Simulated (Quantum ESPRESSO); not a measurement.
A working Quantum ESPRESSO input for Ni₂₁Sn₂P₆ (Fm-3m, 29 atoms in the cell) (DFT, PBEsol, plane waves, PSlibrary ultrasoft (PBE) pseudopotentials):

```fortran
&CONTROL
    calculation = 'scf'
    prefix = 'run'
    outdir = './tmp/'
    pseudo_dir = './'
    verbosity = 'high'
    tprnfor = .true.
    tstress = .true.
/
&SYSTEM
    ibrav = 0
    nat = 29
    ntyp = 3
    ecutwfc = 55
    ecutrho = 330
    occupations = 'smearing'
    smearing = 'gauss'
    degauss = 0.019992
    input_dft = 'pbesol'
/
&ELECTRONS
    conv_thr = 1.0d-10
    mixing_beta = 0.3
/
ATOMIC_SPECIES
Ni    58.6934  Ni.pbe-n-rrkjus_psl.1.0.0.UPF
Sn   118.7100  Sn.pbe-dn-rrkjus_psl.1.0.0.UPF
P     30.9738  P.pbe-n-rrkjus_psl.1.0.0.UPF
ATOMIC_POSITIONS {crystal}
Ni    0.000000000    0.651940000    0.000000000
Ni    0.000000000    0.348060000    0.000000000
Ni    0.651940000    0.000000000    0.000000000
Ni    0.348060000    0.000000000    0.000000000
Ni    0.651940000    0.000000000    0.348060000
Ni    0.348060000    0.000000000    0.651940000
Ni    0.000000000    0.651940000    0.348060000
Ni    0.000000000    0.348060000    0.651940000
Ni    0.000000000    0.000000000    0.651940000
Ni    0.000000000    0.000000000    0.348060000
Ni    0.348060000    0.651940000    0.000000000
Ni    0.651940000    0.348060000    0.000000000
Ni    0.151520000    0.616160000    0.616160000
Ni    0.848480000    0.383840000    0.383840000
Ni    0.383840000    0.383840000    0.848480000
Ni    0.616160000    0.616160000    0.151520000
Ni    0.616160000    0.151520000    0.616160000
Ni    0.383840000    0.848480000    0.383840000
Ni    0.383840000    0.383840000    0.383840000
Ni    0.616160000    0.616160000    0.616160000
Ni    0.000000000    0.000000000    0.000000000
Sn    0.750000000    0.750000000    0.750000000
Sn    0.250000000    0.250000000    0.250000000
P     0.261900000    0.738100000    0.261900000
P     0.738100000    0.261900000    0.738100000
P     0.261900000    0.738100000    0.738100000
P     0.738100000    0.261900000    0.261900000
P     0.261900000    0.261900000    0.738100000
P     0.738100000    0.738100000    0.261900000
K_POINTS {automatic}
3 3 3  0 0 0
CELL_PARAMETERS {angstrom}
   0.000000000     5.551515000     5.551515000
   5.551515000     0.000000000     5.551515000
   5.551515000     5.551515000     0.000000000
```

The run converged in 21 iterations: free energy E − TS -34202.4807 eV; Fermi level (on the code's own zero) 13.89 eV; pressure -6.11 GPa; largest force (vector length) 0.096 eV/Å. Each of these slips is then made, one at a time:

(1)
```diff
-    occupations = 'smearing'
+    occupation = 'smearing'
```

(2)
```diff
-3 3 3  0 0 0
+3 3 3
```

### Question
Predict the outcome of each change.

### Answer

(1) A keyword that the program does not know. The program stopped before any SCF iteration.
```
Error in routine  read_namelists (1):
bad line in namelist &system: "    occupation = 'smearing'" (error could be in the previous line)
```

(2) An automatic mesh without its three shifts. The program stopped before any SCF iteration.
```
Error in routine card_kpoints (1):
end of file while reading automatic k points
```

The starting cell comes from a database of computed structures (which also holds hypothetical and non-ambient phases and stackings), without a prior relaxation at this level. Spin polarisation is off, so a magnetic state, if there is one, cannot be reached. In the base run, with a pressure of about -6 GPa the cell is away from its equilibrium volume at this level.

Left out of this page: 1 run of the series stopped by limits of time or memory; 4 runs of the series outside the window shown, repeating another row's setting, or not comparable.
